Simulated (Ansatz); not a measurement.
Ba(Ti,Pb)O3: Ba2PbTiO6

A 20-atom cell of Ba(Ti,Pb)O3 started in the perovskite structure, site fractions Ti 0.500, Pb 0.500, short-range order +0.33 among the nearest mixed sites of the first mixed sublattice (0 is random, a negative value favours unlike neighbours), space group Pc at the end.

Level of theory: PBE (plane waves to 420 eV, PAW; Ansatz, an electronic-structure program). No spin–orbit coupling; the runs are not spin-polarised; with elements this heavy it can move edges by tenths of an eV. Its k-point mesh 5×5×4, Fermi–Dirac width 0.05 eV.

| Property | Result |
|---|---|
| volume per atom | 15.02 Å³ |
| Ba–O bonds (within 1.22 times the sum of covalent radii) | 2.952 Å on average, from 2.738 to 3.368 (44) |
| Ba–Ti bonds (within 1.22 times the sum of covalent radii) | 3.581 Å on average, from 3.467 to 3.722 (16) |
| Ba–Pb bonds (within 1.22 times the sum of covalent radii) | 3.734 Å on average, from 3.686 to 3.809 (16) |
| O–Ti bonds (within 1.22 times the sum of covalent radii) | 2.072 Å on average, from 1.833 to 2.434 (12) |
| check of the structure type | not passed: over a tenth of the atoms count other neighbours than the ideal type within 1.2 times their shortest bond (scaled by covalent radii), so no mixing enthalpy is given |

```
CELL_PARAMETERS angstrom
      4.22039     4.22014    -0.00028
     -4.27015     4.26981    -0.00040
     -0.00009    -0.00089     8.33625
ATOMIC_POSITIONS crystal
  Ba 0.00387 0.98531 0.01620
  Ba 0.00407 0.98545 0.48377
  Ba 0.50105 0.48531 0.01619
  Ba 0.50096 0.48547 0.48377
  Ti 0.50226 0.96037 0.25000
  Pb 0.50290 0.99790 0.74999
  Ti 0.00271 0.46037 0.24998
  Pb 0.00208 0.49789 0.74999
  O  0.50330 0.01654 0.01906
  O  0.50231 0.01673 0.48093
  O  0.00165 0.51671 0.01907
  O  0.00265 0.51658 0.48093
  O  0.26127 0.77202 0.24982
  O  0.30843 0.69370 0.75019
  O  0.77339 0.25851 0.25015
  O  0.69781 0.30427 0.74982
  O  0.24367 0.27203 0.24976
  O  0.19655 0.19370 0.75033
  O  0.73155 0.75852 0.25025
  O  0.80715 0.80425 0.74971
```
